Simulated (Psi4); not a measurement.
Psi4 1.11, B3LYP/def2-svp: Nb(F)3(Me)2 ([CH3][Nb]([CH3])([F])([F])[F]), 12 atoms. The geometry is a generated start, not checked to be a minimum at this level.

* **task**: energy
* **method**: b3lyp
* **basis**: def2-svp
* **memory**: 3 GB
* **maxiter**: 100
* **keys of the molecule block**: symmetry c1
* **scf_type**: df (default)
* **guess**: auto, which took SAD (default)
* **scf_initial_accelerator**: adiis (default)
* **e_convergence**: 1e-06 (default)
* **d_convergence**: 1e-06 (default)
* **dft_radial_points**: 75 (default)
* **dft_spherical_points**: 302 (default)
* **effective core potentials**: those of the basis set, past Kr
* **basis functions**: 131
* **grid points**: 259154

```xyz
12

Nb     0.7747    -0.2941    -0.1418
F      2.5306    -0.9386    -0.5009
F      0.9421    -0.2998     1.6251
F      0.3024    -0.1572    -1.8481
C     -1.0599    -1.6067     0.1434
H     -1.2167    -2.2443    -0.7335
H     -1.9519    -0.9781     0.2755
H     -0.9527    -2.2447     1.0269
C      0.2296     1.9111     0.0269
H      0.7943     2.4920    -0.7117
H      0.4472     2.3106     1.0230
H     -0.8397     2.0498    -0.1848
```

Charge 0 and multiplicity 1 are set for this test and not shown to be the ground state.

One run each on 2 threads. Values of diis_max_vecs tried: 3, 6, 10 (default), 20.

Q: Predict the course of the SCF iterations along this series.

A: Fewest SCF iterations, within one of each other: 6 with 11, 10 (default) with 10, 20 with 10. The count rises to 18 at 3. All converge to one solution.

```json
[
 {"diis_max_vecs": "3", "SCF iterations": "18", "end": "same solution"},
 {"diis_max_vecs": "6", "SCF iterations": "11", "end": "same solution"},
 {"diis_max_vecs": "10 (default)", "SCF iterations": "10", "end": "same solution"},
 {"diis_max_vecs": "20", "SCF iterations": "10", "end": "same solution"}
]
```
